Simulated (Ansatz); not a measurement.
Start from BP in the zinc blende structure (space group F-43m, No. 216).

BP has the cubic space group F-43m (No. 216), the zinc blende structure, Pearson symbol cF8. Conventional cell: a = 4.5483 Å, b = 4.5483 Å, c = 4.5483 Å, α = 90.00°, β = 90.00°, γ = 90.00°. P on 4c has 4 B at 1.969 Å (tetrahedral). B on 4a sees 4 P at 1.969 Å (tetrahedral). (Neighbours: up to the widest gap in distance over summed covalent radii, below 1.35, at either atom.)
(The calculation used a cell of 2 atoms; values per cell refer to that cell.)

Computed with PBE, PAW, 420 eV (Ansatz, a first-principles code; no spin-orbit coupling), earlier PAW set.

One change was made to it. Results:

```tsv
quantity	base	after
density	2.95 g/cm³	3.58 g/cm³
shortest interatomic distance	1.969 Å	1.846 Å
band gap	1.25 eV	0.93 eV
hole mass (degenerate bands, along [100])	0.26, 0.26, 0.33 mₑ (at Γ)	0.24, 0.24, 0.44 mₑ (at Γ)
width of the top valence band	5.43 eV	6.61 eV
```

Problem. Which of these changes matches the shifts?
(A) pressure 45 GPa
(B) pressure −2 GPa
(C) pressure 9 GPa
(D) pressure 1.8 GPa

Solution. A, pressure 45 GPa. For comparison, the band gap in the other runs: pressure −2 GPa gives 1.27 eV; pressure 1.8 GPa gives 1.23 eV; pressure 9 GPa gives 1.17 eV.

Load acts through the strain it causes; cell and atoms are relaxed under it. Masses are band curvatures over ±0.01 Å⁻¹ around the edge. No phonon test of stability was made. Competing high-pressure phases were not computed.
